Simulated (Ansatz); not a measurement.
Some atoms of an NVE trajectory of composition TiSi, cell Ti24Si24, held well above this temperature first [in the run: it was liquid; mean temperature 2143 K (target 2000 K); density 3.65 g/cm³]; time step 2.0 fs, velocity Verlet. Computed with PBE (plane waves, PAW; Ansatz, a first-principles code). On the run's last frame a denser k-mesh moved the forces by 0.007 eV/Å rms, the static pressure by 0.00 GPa and the free energy by 0 meV/atom, which is about how far such values are converged.

```
atom  mass (u)                  x y z (Å)                      v (Å/fs)                 F (eV/Å)
----  --------  -------------------------  ----------------------------  -----------------------
Ti6     47.867   -2.20514 6.00644 4.96185   -0.004112 0.003809 0.006921    1.3693 -0.8536 3.2933
Ti7     47.867  3.80817 -1.00100 -0.43051   0.002657 0.005305 -0.006100    0.7754 0.8710 -1.5456
Ti8     47.867   3.94841 -2.86963 6.23585    0.007336 0.000940 0.000059    0.6041 -1.0286 1.2763
Ti12    47.867    2.86834 5.31460 3.21111  -0.007626 0.004601 -0.007703   -1.3446 -1.9905 0.3229
Ti23    47.867    8.46917 2.99960 1.39644   0.005930 -0.011947 0.000977   -0.2888 -0.8304 0.2310
Si32    28.085    5.12919 4.83993 4.64839  0.000241 -0.010599 -0.001403  -0.8490 -0.6782 -1.4412
Si39    28.085    8.28795 3.68701 7.24383  -0.009732 0.003681 -0.006743    -1.1229 0.2726 0.5117
Si43    28.085   6.10792 2.28246 -0.62931  -0.005231 0.007306 -0.015078    2.5746 0.7923 -0.4785
```

Problem. Give their positions one step later.

Solution. x' = x + vΔt + FΔt²/(2m), with 1 eV/(Å·u) = 0.0096485 Å/fs².
| atom | x' y' z' (Å) |
|---|---|
| Ti6 | -2.21282 6.01371 4.97702 |
| Ti7 | 3.81379 -0.99004 -0.44334 |
| Ti8 | 3.96333 -2.86816 6.23648 |
| Ti12 | 2.85254 5.32300 3.19583 |
| Ti23 | 8.48091 2.97537 1.39849 |
| Si32 | 5.12909 4.81827 4.64459 |
| Si39 | 8.26771 3.69456 7.23069 |
| Si43 | 6.09922 2.29762 -0.65980 |
